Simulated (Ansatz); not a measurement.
The parent structure is Dy in the hcp (Mg type) structure (space group P6_3/mmc, No. 194; a = 3.641 Å, c = 5.910 Å; ferromagnetic; relaxed with 0.1 eV smearing). Axes: x lies along a and z along c of the hexagonal cell.

Structures relaxed with r2SCAN in Ansatz (plane waves to 500 eV, PAW, without spin-orbit coupling), earlier PAW set.

Base:

Simulated powder pattern, Cu Kα1, λ = 1.54056 Å (kinematic, ideal powder, no thermal factors, no anomalous dispersion; the 8 strongest lines at most, above 2 %, up to 2θ = 90°):

```
2θ (°)  I/Imax (%)    hkl
------  ----------  -----
28.28           23  (100)
30.22           26  (002)
32.15          100  (101)
41.86           16  (102)
50.07           20  (110)
54.91           22  (103)
59.60           23  (112)
60.76           16  (201)
```

After one change:

Simulated powder pattern, Cu Kα1, λ = 1.54056 Å (kinematic, ideal powder, no thermal factors, no anomalous dispersion; the 8 strongest lines at most, above 2 %, up to 2θ = 90°):

```csv
2θ (°),I/Imax (%)
28.11,23
30.03,26
31.95,100
41.60,16
49.74,20
54.55,22
59.21,23
60.35,16
```

Problem. Which change produced these results?
A) biaxial strain −4.13 %, plane normal [001], relaxed out of plane
B) biaxial strain +2.52 %, plane normal [001], relaxed out of plane
C) isotropic strain +0.61 %

Solution. C, isotropic strain +0.61 %. Its volume per atom is 34.54 Å³ against 33.92 Å³, and its space group is P6_3/mmc (No. 194).

The magnetic state is the one reached from the starting moments; the real material's order can differ, and small cells can't hold many antiferromagnetic ones. The 4f electrons are in the valence with no U and their state was not checked, so volumes and moments can be off. No phonon test of stability was made.

Ansatz is a program for electronic structure.
